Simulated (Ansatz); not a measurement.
Take CaZrF$_{6}$ (space group Fm-3m, No. 225; a = 8.511 Å; a cell from a computed database, its experimental status unchecked) as the base. Axes: x, y, z lie along the cube axes.

Levels (all Ansatz, an electronic-structure program, PAW): PBEsol (420 eV, without spin-orbit coupling); r2SCAN (500 eV, spin-orbit coupling left out).

Its gap is 7.01 eV with PBEsol and 7.75 eV with r2SCAN.

The change: uniaxial stress, 2 GPa tension along x, with the cell and atoms free to relax against it.

With PBEsol the gap becomes 6.95 eV.

Q: If the r2SCAN correction stayed the same, what would the r2SCAN gap be, and what does the r2SCAN run give?

A: A rigid correction of +0.74 eV gives 7.69 eV. The r2SCAN run gives 7.69 eV, so the two effects roughly add.

Single points use the geometry relaxed with PBEsol. Load acts through the strain it causes; cell and atoms are relaxed under it. Stability under load was not tested beyond the relaxation.
